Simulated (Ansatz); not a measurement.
## Cu3N: energy against volume

Cu3N (anti-ReO3 type, Pm-3m, 13.341 Å³/atom and stress up to 0.01 GPa in the relaxed cell, cube axes along x, y and z) under hydrostatic pressure, with the cell free. PBEsol in Ansatz, a plane-wave DFT program (PAW, default set), 420 eV, 12×12×12 Γ-centred mesh, Fermi-Dirac smearing 0.05 eV; ions are relaxed, or left where forces stay under 0.02 eV/Å, within the symmetry of each cell.

Here V stands for volume and E for E less E0.

| volume (Å³/atom) | E less E0 (meV/atom) | pressure (GPa) |
|---|---|---|
| 13.5494 | 1.29 | -2.00 |
| 13.4412 | 0.31 | -0.98 |
| 13.3415 | 0.00 | 0.00 |
| 13.2543 | 0.26 | 0.89 |
| 13.1413 | 1.33 | 2.10 |
| 12.9311 | 5.65 | 4.50 |
| 12.5818 | ? | ? |

Task: Fit E against V with the third-order Birch-Murnaghan form, a cubic in V^(-2/3), and predict the withheld value at V = 12.5818.

Result: With u = V^(-2/3) - 0.1784, the rows have u = -0.0024511, -0.0015081, -0.0006279, 0.0001509, 0.0011730, 0.0031138. Least squares gives E = 0.175 + 514.8·u + 397600·u² + 598476·u³. Residuals (row less fit): -0.003, 0.009, -0.008, -0.002, 0.003, -0.001; standard error 0.009 (degrees of freedom: 2). Its minimum lies at u = -0.0006483, so V0 = (0.1777517)^(-3/2) = 13.34. There d²E/du² = 792900 and d³E/du³ = 3591000, so B0 = (4/9) × 13.34^(-7/3) × 792900 × 0.160218 = 134 GPa (the last factor turns the table's units into GPa), and B0' = 4 + (2/3) × 0.1777517 × (3591000)/792900 = 4.5. B0' rests on the cubic coefficient alone and has a standard error of 0.8 from these residuals. At the withheld row, u = 0.0064580, so E = 0.175 + 514.8 × 0.0064580 + 397600 × 0.0064580² + 598476 × 0.0064580³ = 20.243 meV/atom. The calculation gives 20.27 meV/atom, 0.027 meV/atom above the prediction (0.1 % of the range of E in the table). The row lies outside the fitted rows, so this is an extrapolation. From the scatter of the fitted rows alone, a prediction at this place has a standard error of 0.184 meV/atom, so the miss is 0.1 times that.

This level leaves no gap over 0.05 eV at pressure -1.0, 0.0, 0.9, 2.1, 4.5, 9.0 GPa. The start is a measured cell from the literature; how it stands against other phases or cation orders wasn't checked. Other structures, which can take over under pressure, weren't tried. The same form fitted to the pressure column gives B0' = 4.6; series where the two differ by over 0.4 aren't shown. Rows are the converged runs of the series near zero and its far end, less any whose ions stayed unrelaxed beside relaxed ones; series whose fitted rows scatter by over a few per cent of the range, as at a crossing or softening among them, aren't shown in this form.
